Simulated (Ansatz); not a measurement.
## YNbN₃ (model structure, Pm-3m, No. 221, 5 atoms in the cell): properties by level of theory

```
level (code)     lattice parameter a (Å)  bulk modulus (GPa)
---------------  -----------------------  ------------------
LDA (Ansatz)                           …                 221
PBEsol (Ansatz)                        …                 211
r²SCAN (Ansatz)                        …                 212
```

**Question.** Some entries are withheld; supply them.

**Answer.** 
- LDA (Ansatz, an electronic-structure program), lattice parameter a (Å): 3.985
- PBEsol (Ansatz), lattice parameter a (Å): 4.012
- r²SCAN (Ansatz), lattice parameter a (Å): 4.032

Caveats: the bulk modulus is −V dP/dV from two relaxed cells at ±2 % in volume (LDA, PBEsol, r²SCAN). Ansatz's density-functional and Hartree–Fock values are scalar-relativistic unless marked +SOC, with PAW data made under PBE.

A model structure was made by putting elements into a prototype or built by hand; it is no filed structure, need not be a known phase, and can be a saddle point held by its symmetry.
